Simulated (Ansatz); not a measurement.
The parent structure is NaF in the rock salt structure (space group Fm-3m, No. 225; a = 4.7012 Å).

Method: Ansatz (a program for electronic structure), PBE, PAW, cutoff 420 eV, no SOC.

One change was made to it. Results:

```csv
quantity,base,after
lattice parameter a,8.884 bohr,8.792 bohr
gap character,direct at Γ,direct at Γ
```

Question: Which of these changes matches the shifts?
A) pressure 0.3 GPa
B) pressure 3 GPa
C) pressure 1.5 GPa
D) pressure −2 GPa

Answer: C, pressure 1.5 GPa. For comparison, the lattice parameter a in the other runs: pressure 3 GPa gives 8.713 bohr; pressure 0.3 GPa gives 8.865 bohr; pressure −2 GPa gives 9.033 bohr.

Load acts through the strain it causes; cell and atoms are relaxed under it. No phonon test of stability was made.
